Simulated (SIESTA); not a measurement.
Band structure of LiMnN2 (I-42d, 8 atoms in the cell).

```yaml
crystal:
  lattice:
    - [-2.28069, 2.28069, 4.19606]
    - [2.28069, -2.28069, 4.19606]
    - [2.28069, 2.28069, -4.19606]
  atoms:
    - { symbol: Li, position: [0.25000, 0.75000, 0.50000] }
    - { symbol: Li, position: [0.50000, 0.50000, 0.00000] }
    - { symbol: Mn, position: [0.75000, 0.25000, 0.50000], spin: 4.0 }
    - { symbol: Mn, position: [0.00000, 0.00000, 0.00000], spin: 4.0 }
    - { symbol: N, position: [0.37500, 0.94348, 0.06848] }
    - { symbol: N, position: [0.05652, 0.12500, 0.43152] }
    - { symbol: N, position: [0.87500, 0.30652, 0.93152] }
    - { symbol: N, position: [0.69348, 0.62500, 0.56848] }
```
(The spins are starting values, not results.)

Computed with GGA PBEsol, numerical atomic orbitals DZP, PseudoDojo PBEsol standard norm-conserving potentials (rewritten from UPF to PSML) in SIESTA.

Settings: XC.functional = GGA; XC.authors = PBEsol; potentials = PseudoDojo PBEsol standard; PAO.BasisSize = DZP; PAO.EnergyShift = 0.005 Ry; MeshCutoff = 350 Ry; kgrid.MonkhorstPack = 5 5 5; OccupationFunction = MP; OccupationMPOrder = 0; ElectronicTemperature = 0.2 eV; Spin = polarized; DM.InitSpin = [1 +0.00, 2 +0.00, 3 +4.00, 4 +4.00, 5 +0.00, 6 +0.00, 7 +0.00, 8 +0.00]; PAO.Polarization.NonPerturbative = true; MaxSCFIterations = 150.

The starting cell comes from a database of computed structures (which also holds hypothetical and non-ambient phases and stackings), without a prior relaxation at this level. The moments shrank to a small part of their start, a low-spin state that need not be the lowest. Values carry the incompleteness of an atom-centred basis.

Levels in eV from the Fermi level, bands 25 to 30 of the first spin channel:
```csv
point,25,26,27,28,29,30
Γ,-1.91,-1.91,-1.42,-0.59,-0.27,-0.27
X,-2.18,-2.18,-0.91,-0.91,0.71,0.71
Y,-2.21,-2.21,-0.81,-0.81,0.49,0.49
S,-2.37,-1.63,-1.19,-0.48,-0.12,0.58
Z,-1.74,-1.74,-0.88,-0.88,0.25,0.25
S1,-2.37,-1.63,-1.19,-0.48,-0.12,0.58
N,-2.77,-1.87,-0.80,-0.56,-0.41,0.84
P,-2.61,-2.61,-0.69,-0.69,0.66,0.66
Y1,-2.21,-2.21,-0.81,-0.81,0.49,0.49
```

Bands cross the Fermi level along this path, so the cell is metallic at this level.

Higher empty bands are left out: an atom-centred basis made for the valence describes them poorly.

The net moment of the cell came out as 1.40 μB.
